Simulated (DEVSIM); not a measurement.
Structure: Al/La2O3/SiO2/p-Si capacitor, at 400 K.

| layer (left to right) | material | thickness (nm) | Na (cm⁻³) |
|---|---|---|---|
| 1 | La2O3 | 3.20 | - |
| 2 | SiO2 | 0.780 | - |
| 3 | Si | 1600 | 1.3e17 |

Metal gate on the left, work function 4.1 eV. Fixed charge at the semiconductor interface 0 cm⁻² (in units of +e); no interface traps.

The device is made up for the run: typed textbook-type constants, with dimensions and the other settings drawn at random. Values at 300 K; Nc and Nv go as T^1.5, mobilities as T to minus their exponent, the gap by Varshni's rule with the affinity fixed.

```tsv
parameter	La2O3	SiO2	Si
gap (eV)	5.8	9	1.124
affinity (eV)	1.8	0.9	4.05
permittivity	27	3.9	11.7
Nc (cm⁻³)	-	-	2.86e19
Nv (cm⁻³)	-	-	3.1e19
Varshni α (eV/K)	-	-	0.000473
Varshni β (K)	-	-	636
```

Simulated with DEVSIM: 1D Poisson equation in equilibrium, Boltzmann statistics, complete ionisation; no quantum confinement or tunnelling. Metal contacts follow the ideal Schottky-Mott rule: no Fermi-level pinning, no interface dipoles.

The La2O3 thickness was swept, all else fixed.

| La2O3 thickness (μm) | capacitance of the dielectric stack (μF/cm²) | threshold voltage (band bending 2φF) (V) |
|---|---|---|
| 0.0013 | 3.57 | -0.10 |
| 0.0018 | 3.32 | -0.10 |
| 0.0022 | 3.15 | -0.10 |
| 0.0027 | 2.95 | -0.09 |
| 0.0032 | 2.78 | -0.09 |
| 0.0038 | 2.60 | -0.08 |

From the first row to the last the capacitance of the dielectric stack goes from 3.57 to 2.60. From the first row to the last the threshold voltage (band bending 2φF) goes from -0.10 to -0.08.
